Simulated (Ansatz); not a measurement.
```
CELL_PARAMETERS angstrom
      2.63940     0.00000     0.00000
     -1.31970     2.28579     0.00000
      0.00000     0.00000     4.64646
ATOMIC_POSITIONS crystal
  Zn 0.33333 0.66667 0.25000
  Zn 0.66667 0.33333 0.75000
```

Method: PBEsol, DFPT electron-phonon coupling, linearised Boltzmann equation (Ansatz, a quantum-chemistry and plane-wave program), smearing 0.20 eV, k spacing 0.2 Å⁻¹, phonons solved on a 6×6×3 q mesh; geometry: relaxed with this functional, without spin-orbit coupling. Condition of this run: phonons Fourier-interpolated without the electron-hole self-energy.

Problem. The run solved the phonons by linear response and then gave no resistivity. What stopped it?

Solution. An imaginary mode of 3i cm⁻¹ at q = (0.000, 0.028, 0.100) in reciprocal-lattice units, so harmonic scattering rates are undefined. That q lies off the solved mesh, where frequencies are interpolated, so it points to an instability but doesn't prove one; a mode this soft can come from the k mesh or the smearing alone.

Spin-orbit coupling is left out.
